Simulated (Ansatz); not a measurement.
The parent structure is CsSnI3 in the cubic perovskite structure (space group Pm-3m, No. 221; a = 6.131 Å). Axes: x, y, z lie along the cube axes.

All numbers come from DFT with PBEsol, PAW potentials and a 420 eV plane-wave cutoff in Ansatz (an electronic-structure program), scalar-relativistic without spin-orbit coupling.

For the base:

```
Property                            Value
-----------------------------  ----------
Pressure                          0.0 GPa
Band gap                          0.10 eV
Shortest interatomic distance  5.792 bohr
```

It is then changed as follows: compressive biaxial strain of 2.40 % in the plane normal to [001], as in epitaxy on a mismatched substrate; the out-of-plane cell vector and the atoms relax.

Task: How does this affect the energy relative to the base, pressure, band gap and shortest interatomic distance?

Result: The energy rises by 8.8 meV/atom; the pressure (mean of the normal stresses, compression positive) goes from zero to 0.9 GPa; the band gap goes from 0.10 eV to zero; the shortest interatomic distance decreases by 0.139 bohr to 5.653 bohr.

With I present, leaving out spin-orbit coupling can change the band edges. Stability against distortions was not tested. The final runs are not spin-polarised. Many cubic perovskites are stable only at high temperature; tilts and polar distortions were not tested. Gaps under 0.05 eV, about the width of the smearing, are given as zero. The zero or small gap of CsSnI3 can change with the level of theory.
